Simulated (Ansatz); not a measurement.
Base system: SnTe in the rock salt structure (space group Fm-3m, No. 225; a = 6.2891 Å). Axes: x, y, z lie along the cube axes.

The values are results of PBEsol (Ansatz, a quantum-chemistry and plane-wave program, PAW, without spin-orbit coupling), not measurements.

Perturbation: uniaxial strain ε_zz = −2.00 %, all other strain components held at zero; the atoms relax in the strained cell.

Q: Predict the stress tensor and what it implies for the stiffness.

A: Stress of the strained cell less that of the base (GPa, compression positive):
```
   0.03    0.00    0.00
   0.00    0.03    0.00
   0.00    0.00    3.10
```

Then −Δσ_ii/ε with ε = -0.0200 gives secant stiffness values (nonlinear terms included at this strain): C33 ≈ 155 GPa.

As a check, the harmonic strain energy −½ V₀ Δσ:ε is 6.0 meV/atom; the computed energy rise is 5.7 meV/atom.

Whether these cells are dynamically stable was not tested.
